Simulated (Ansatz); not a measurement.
Consider a periodic stack without vacuum, germanium (0 0 1) on cubic CsPbBr3 (0 0 1) (film strained to the substrate, started from cuts of the bulks and a machine-learned relaxation; slabs Cs3Br7Pb2 and Ge16, which can lie off the formulas): substrate slab Cs3Br7Pb2, film Ge16, surface cells [[0, 1], [-1, 0]] and [[0, -1], [2, 1]], film strained by +4.2 and +4.2 %, outermost planes BrCs/BrCs and Ge/Ge as cut, which need not be the usual terminations and can put a slab off its formula. Its start:

```yaml
crystal:
  lattice:
    - [6.00000, 0.00000, 0.00076]
    - [0.00000, 6.00000, 0.02998]
    - [0.50342, -1.36636, 26.97308]
  atoms:
    - { symbol: Cs, position: [0.02139, 0.05202, 0.07048] }
    - { symbol: Br, position: [0.50432, 0.51549, 0.04159] }
    - { symbol: Cs, position: [0.96978, 0.06172, 0.27441] }
    - { symbol: Pb, position: [0.49690, 0.54991, 0.15861] }
    - { symbol: Br, position: [0.99770, 0.56312, 0.15541] }
    - { symbol: Br, position: [0.51223, 0.04943, 0.15538] }
    - { symbol: Br, position: [0.48363, 0.57089, 0.27291] }
    - { symbol: Cs, position: [0.03515, 0.10435, 0.48290] }
    - { symbol: Pb, position: [0.48279, 0.59127, 0.38727] }
    - { symbol: Br, position: [0.98132, 0.60064, 0.39012] }
    - { symbol: Br, position: [0.49622, 0.09136, 0.38525] }
    - { symbol: Br, position: [0.40295, 0.60579, 0.50269] }
    - { symbol: Ge, position: [0.93743, 0.33103, 0.64225] }
    - { symbol: Ge, position: [0.43680, 0.82771, 0.64320] }
    - { symbol: Ge, position: [0.27537, 0.48705, 0.59947] }
    - { symbol: Ge, position: [0.57295, 0.18599, 0.61072] }
    - { symbol: Ge, position: [0.43531, 0.34947, 0.74087] }
    - { symbol: Ge, position: [0.93473, 0.85061, 0.74427] }
    - { symbol: Ge, position: [0.69325, 0.59824, 0.69360] }
    - { symbol: Ge, position: [0.17837, 0.08681, 0.69271] }
    - { symbol: Ge, position: [0.92158, 0.36974, 0.84044] }
    - { symbol: Ge, position: [0.42251, 0.86894, 0.84035] }
    - { symbol: Ge, position: [0.18059, 0.60576, 0.79142] }
    - { symbol: Ge, position: [0.67672, 0.11007, 0.79135] }
    - { symbol: Ge, position: [0.41245, 0.38739, 0.94016] }
    - { symbol: Ge, position: [0.91050, 0.88702, 0.93178] }
    - { symbol: Ge, position: [0.65945, 0.62133, 0.88875] }
    - { symbol: Ge, position: [0.17120, 0.13270, 0.88835] }
```

The start was prepared with a machine-learned potential, and the result is one local minimum, with the in-plane cell held and forces under 0.04 eV/Å; the film can end far from its bulk form.

Method: PBE (plane waves to 420 eV, PAW; Ansatz, an electronic-structure program). Scalar-relativistic, without spin–orbit coupling; the runs are not spin-polarised. Its k-point mesh 4×4×1, Fermi–Dirac width 0.05 eV.

Q: Predict the relaxed interface.

A: 
* **interface area**: 36.0 Å²
* **period**: 26.49 Å
* **heights between the nearest atoms of the two slabs at the two interfaces**: 2.26 and 2.23 Å
* **Cs–Ge contacts across the interfaces within 1.22 times the sum of covalent radii**: 2, mean 3.60 Å
* **Br–Ge contacts across the interfaces within 1.22 times the sum of covalent radii**: 2, mean 2.86 Å
